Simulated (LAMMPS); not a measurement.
MD from the crystal across the composition of ZrO2 (fluorite) with a share x of Zr sites Yb; each row has its own temperature.

Level of theory: classical MD, Buckingham potential of Lewis and Catlow, J. Phys. C 18, 1149 (1985), first set, used with rigid ions (no shells), PPPM sums, short-range terms cut at 10 Å, modified for these runs by an r^-4 repulsive force inside the short-range force's maximum, run in LAMMPS.

| x | volume | state | enthalpy | self-diffusion coefficient of O (not corrected for cell size) | T (K) |
|---|---|---|---|---|---|
| 0.08 | 11.866 ± 0.002 Å³/atom | superionic: O diffuses in a host lattice that stays in place | -35.647 ± 0.001 eV/atom | (2.2 ± 0.1) × 10^-6 cm²/s | 2500 |
| 0.16 | 12.109 ± 0.002 Å³/atom | superionic: O diffuses in a host lattice that stays in place | -34.991 ± 0.002 eV/atom | (2.9 ± 0.3) × 10^-6 cm²/s | 2500 |
| 0.3 | 12.400 ± 0.002 Å³/atom | crystal in place, with slow hops of O within 100 ps | -33.923 ± 0.002 eV/atom | (10 ± 1) × 10^-7 cm²/s | 2000 |

Caution: the potential ionic pair potential lewis1985a is fitted to static crystal properties with a polarisable anion, which is rigid here.

Caution: the random arrangement on this lattice is imposed, and need not be a phase that exists in equilibrium.

Caution (rows 0.08; 0.16): a run this short can hold a crystal over, or a liquid under, the potential's own melting point, which these runs don't give.

States go by the mean squared displacement: a species diffuses where it passes 1.5 Å², still rises and gives D over 1e-6 cm²/s; a crystal has left its structure where atoms lie 0.35 Å off their sites on average or a cubic box changes its shape by 3 %, or the axial ratios of another lie 8 % off the starting cell's, which the potential's own relaxation can also do.

Errors of D are the spread over four groups of atoms in one short run; a floor of about 5 %, a picked value, is safer.

Errors shown are sampling errors alone.
